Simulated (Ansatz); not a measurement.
Structure of amorphous Si₆₄O₆₄ (periodic cell):

```
OSi
1.0
   12.82712    -0.01029     0.17902
   -0.01029    12.74668    -0.14264
    0.17902    -0.14264    12.54959
Si O
64 64
Direct
  0.60687   0.57194   0.87298
  0.43312   0.41972   0.77834
  0.39634   0.50890   0.10731
  0.25231   0.07770   0.35701
  0.76529   0.54999   0.75965
  0.08146   0.52985   0.68114
  0.17734   0.14522   0.56910
  0.25900   0.71963   0.37098
  0.10207   0.76502   0.49416
  0.03329   0.22430   0.07111
  0.21150   0.81963   0.77952
  0.52620   0.29795   0.65782
  0.21854   0.95361   0.13311
  0.51626   0.06637   0.10651
  0.97783   0.84922   0.36221
  0.27128   0.45773   0.67523
  0.52666   0.88038   0.49274
  0.93297   0.43350   0.03894
  0.45575   0.08555   0.77148
  0.59063   0.94393   0.29167
  0.20515   0.67209   0.65590
  0.70015   0.05154   0.84932
  0.83783   0.71456   0.51091
  0.92848   0.46709   0.79541
  0.03269   0.57843   0.49853
  0.52711   0.24584   0.19129
  0.10601   0.57678   0.15576
  0.40004   0.92764   0.68539
  0.11991   0.10843   0.75388
  0.11227   0.50807   0.33569
  0.31168   0.83470   0.01766
  0.25769   0.59278   0.01621
  0.84679   0.46321   0.41185
  0.30567   0.29366   0.56391
  0.70448   0.91393   0.71619
  0.47612   0.93475   0.97876
  0.84145   0.05857   0.38285
  0.37019   0.34694   0.18809
  0.71735   0.58202   0.23955
  0.57421   0.78890   0.75633
  0.40124   0.22196   0.92206
  0.27344   0.55057   0.41742
  0.71676   0.32441   0.09770
  0.19875   0.28934   0.24234
  0.62333   0.81680   0.98160
  0.83218   0.11812   0.14278
  0.47010   0.12248   0.30946
  0.62183   0.13965   0.68813
  0.37876   0.62415   0.26314
  0.59179   0.71417   0.54282
  0.68324   0.44646   0.53544
  0.05181   0.87901   0.71826
  0.51179   0.58050   0.37187
  0.93417   0.28468   0.74580
  0.38421   0.41142   0.36129
  0.65513   0.00223   0.55541
  0.93655   0.18889   0.54803
  0.72109   0.79741   0.18137
  0.83738   0.78240   0.69201
  0.18791   0.11336   0.93652
  0.01657   0.81787   0.17058
  0.82223   0.88506   0.06347
  0.81430   0.14085   0.74183
  0.58207   0.49298   0.04296
  0.13303   0.26265   0.13656
  0.91885   0.30238   0.61257
  0.06372   0.85673   0.58740
  0.93841   0.97485   0.37206
  0.50683   0.45058   0.38150
  0.87412   0.78267   0.40859
  0.72108   0.49395   0.64985
  0.45259   0.82429   0.74934
  0.62327   0.61712   0.32016
  0.63702   0.31764   0.20448
  0.94643   0.17292   0.15128
  0.06111   0.18068   0.52961
  0.51636   0.62075   0.49735
  0.27541   0.91511   0.71590
  0.24248   0.83213   0.90599
  0.59009   0.68972   0.67233
  0.31666   0.71234   0.05406
  0.93482   0.82610   0.06911
  0.98988   0.32317   0.00638
  0.23606   0.98916   0.26118
  0.74900   0.01155   0.46056
  0.79670   0.50565   0.30041
  0.41334   0.34888   0.88532
  0.59390   0.97286   0.16452
  0.30330   0.58291   0.63902
  0.88062   0.10186   0.62858
  0.79670   0.08518   0.26418
  0.59405   0.71889   0.87882
  0.50202   0.87735   0.36215
  0.00121   0.50861   0.11525
  0.50324   0.52633   0.81139
  0.41600   0.24523   0.61211
  0.94220   0.82115   0.75380
  0.74862   0.85049   0.95853
  0.66480   0.53462   0.13289
  0.26958   0.21197   0.92770
  0.46040   0.99679   0.86885
  0.75634   0.20167   0.08318
  0.80025   0.67360   0.75146
  0.20281   0.05078   0.47593
  0.59738   0.35556   0.55979
  0.82170   0.39863   0.09731
  0.06820   0.13939   0.97978
  0.04065   0.00536   0.74472
  0.88149   0.17161   0.43334
  0.13283   0.37885   0.31251
  0.71283   0.69267   0.50199
  0.62242   0.76079   0.09957
  0.88924   0.58856   0.48784
  0.37328   0.10146   0.39250
  0.09797   0.91173   0.13911
  0.23090   0.04311   0.03782
  0.04489   0.21837   0.76410
  0.63647   0.37360   0.00940
  0.41342   0.89716   0.55644
  0.20037   0.18542   0.31542
  0.41989   0.06238   0.20036
  0.07113   0.70231   0.16231
  0.34512   0.31759   0.44023
  0.78107   0.68846   0.20934
  0.68793   0.86028   0.29320
  0.92098   0.49355   0.92634
  0.83595   0.01278   0.06606
  0.57648   0.06134   0.34958
```

Methods: PBE, scalar-relativistic without spin-orbit coupling (Ansatz, a first-principles code); r2SCAN, scalar-relativistic without spin-orbit coupling (Ansatz); HSE06, scalar-relativistic without spin-orbit coupling (Ansatz). Neutral PBE cell, which sets geometry, pressure and energy: sampling: a 2×2×2 Γ-centred mesh; Fermi-Dirac width 0.02 eV; no spin polarisation. The usual formal charges leave 128 electrons over, so the level spacing at the Fermi energy parts defect or band states and needn't be the band gap. Exact exchange is cut at the faces of this 13 Å cell, which leaves hybrid gaps a finite-size error.

Preparation: random packing, an ab initio melt and quench, and a relaxation. The hot cell started wider than the set density and was brought back towards it in steps. It is a model cell: composition and starting density were chosen by hand, and all elements were melted together. No dispersion term was used. Its density started from a set value of 2.28 and ended at 2.28 g/cm³. The quench (nominally 2300 K/ps over its main leg) was far faster than any real one, so the model tends to hold more defects than a real film. One small periodic cell is one sample of the glass; other quenches scatter about these values. The volume was held where the preparation left it and the shape relaxed.

Question: Give the pressure, the energy against reference phases and the spacing of the highest filled and lowest empty levels.

Answer: 
```json
{
  "Pressure on a 2×2×2 Γ-centred mesh": "-0.04 GPa",
  "Largest force and stress component on that mesh (the relaxation ran on the zone centre alone)": "0.15 eV/Å and 0.1 GPa",
  "Energy relative to alpha cristobalite + silicon (lowest mix at this level among the phases computed, not always the ambient ones)": "37.7 kJ/mol of atoms",
  "Level spacing at the Fermi energy on a 2×2×2 Γ-centred mesh (PBE)": "0.39 eV",
  "Level spacing at the Fermi energy at the zone centre (PBE)": "0.37 eV",
  "Level spacing at the Fermi energy at the zone centre (r2SCAN)": "0.44 eV",
  "Level spacing at the Fermi energy at the zone centre (HSE06)": "0.85 eV",
  "Distance between the nearest levels spread over more than a fifth of the atoms or a third of the atoms of their main element (six at least) (PBE, zone centre)": "1.48 eV"
}
```

Question: At PBE and the zone centre, how localised are the states just below and above the Fermi level (participation number: the atoms over which a state spreads)?

Answer: The highest filled state is spread over 5.9 atoms' worth, largest on Si32, with weights by element (charge in smoothed Voronoi cells) Si 0.87, O 0.13. The lowest empty state is spread over 10.9 atoms' worth, largest on Si8, with weights by element (charge in smoothed Voronoi cells) Si 0.82, O 0.18.

At PBE the levels at both edges of the gap are localised (band-tail or defect states), and the nearest spread-out levels lie 1.5 eV apart at the zone centre.

Neighbours within Si-Si 2.60 Å, Si-O 2.04 Å, O-O 1.58 Å count as bonded. Two cations that share two anions don't count as bonded, nor two that share one unless they lie closer than Si-Si 2.38 Å.

Added carriers, by PBE, scalar-relativistic without spin-orbit coupling run with Ansatz on the zone centre alone. Charged cells keep the cell fixed and stand in a uniform background, with no image correction, at a width of 0.01 eV; where the count is odd the moment is locked at 1 μB, unless the neutral cell bore moments. Each starts from the undistorted neutral geometry alone. PBE's self-interaction favours spread-out carriers, so it can miss traps that a hybrid finds.

Question: What happens at PBE when the cell takes an extra electron and the atoms relax?

Answer: Relaxation lowers the charged cell by 1.82 eV. The largest moves are Si8 1.59 Å, Si42 0.74 Å, Si49 0.64 Å, O89 0.61 Å. The level that holds the added charge spreads over 10.5 atoms' worth, most on Si32 (weight 0.25): a partly localised carrier. Bonds broken: Si8-Si49. Bonds formed: Si8-Si21. Made neutral again at that geometry, the cell lies -1.35 eV from the neutral start (a closed shell was imposed there, with levels 0.13 eV apart, so this is an upper bound). So charging annealed the glass: the drop above is no trapping energy of the starting network.

Question: What happens at PBE when the cell takes a hole and the atoms relax?

Answer: Relaxation lowers the charged cell by 0.33 eV. The largest moves are Si32 0.36 Å, Si8 0.35 Å, Si42 0.21 Å, Si3 0.16 Å. The level that was emptied spreads over 16.2 atoms' worth, most on Si8 (weight 0.19): a partly localised carrier. No bond crosses its cut-off with a change of over 0.15 Å. Made neutral again at that geometry, the cell lies +0.27 eV from the neutral start (a closed shell was imposed there, with levels 0.09 eV apart, so this is an upper bound).

A PBE run started with 1 μB on atoms that lack a bond or may hold spare charge lost its moments; other starts weren't tried.
